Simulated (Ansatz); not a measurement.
System: B₂CO (model structure, P-4m2, No. 115, 4 atoms in the cell). Method: G0W0@PBEsol in Ansatz (hard PAW, contour deformation).

The same calculation (at the PBEsol cell, 6.385 Å³/atom) with different numerical settings; throughout: response cutoff 100 eV, empty bands 107:

| run | k mesh | quasiparticle gap on the mesh (eV) | quasiparticle gap at Γ (eV) | rough time |
|---|---|---|---|---|
| 1 | 4×4×4 | 2.888 | 3.659 | 60 core-s |
| 2 | 8×8×6 | 2.929 | 3.691 | 20 core-min |
| 3 | 10×10×6 | 2.928 | 3.690 | 60 core-min |

In the column quasiparticle gap on the mesh (eV) the first row differs from the last by -0.040 and the next to last by +0.001.

The last row is no converged limit: other settings stay fixed.

A model structure was made by putting elements into a prototype or built by hand; it is no filed structure, need not be a known phase, and can be a saddle point held by its symmetry.

Ansatz is an electronic-structure program.
